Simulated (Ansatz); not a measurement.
Band structure of NaCl (Fm-3m, 2 atoms in the cell).

```
CELL_PARAMETERS angstrom
      0.00000     2.82000     2.82000
      2.82000     0.00000     2.82000
      2.82000     2.82000     0.00000
ATOMIC_POSITIONS crystal
  Na 0.00000 0.00000 0.00000
  Cl 0.50000 0.50000 0.50000
```

Level of theory: PBE (plane waves, PAW; Ansatz, a quantum-chemistry and plane-wave program).

Settings: kpoints.mp_grid.grid = 10 10 10; hamiltonian.xc = pbe; hamiltonian.pseudopotentials = {kind: paw} (the program's default PAW files); scf.occupations.method = fermi_dirac; scf.occupations.width = 0.0015 Ry; kpoints.band_path.npoints = 8.

The starting cell has typed, rounded lattice constants, without a prior relaxation at this level.

Question: Predict the gap along the standard path and the places of the band edges.

Answer: The gap along the path is 5.11 eV, direct at Γ to within 0.01 eV.

Levels in eV from the top of the valence band on the path, bands 5 to 11:
| point | 5 | 6 | 7 | 8 | 9 | 10 | 11 |
|---|---|---|---|---|---|---|---|
| Γ | -12.66 | 0.00 | 0.00 | 0.00 | 5.11 | 11.03 | 11.03 |
| X | -12.27 | -1.66 | -0.60 | -0.60 | 7.51 | 8.05 | 11.32 |
| W | -12.26 | -1.18 | -1.18 | -0.75 | 8.80 | 9.67 | 9.67 |
| K | -12.27 | -1.40 | -1.11 | -0.49 | 8.21 | 9.01 | 10.54 |
| L | -12.32 | -1.92 | -0.26 | -0.26 | 7.26 | 10.63 | 10.89 |
| U | -12.27 | -1.40 | -1.11 | -0.49 | 8.21 | 9.01 | 10.54 |

Keys are those of Ansatz 0.2.
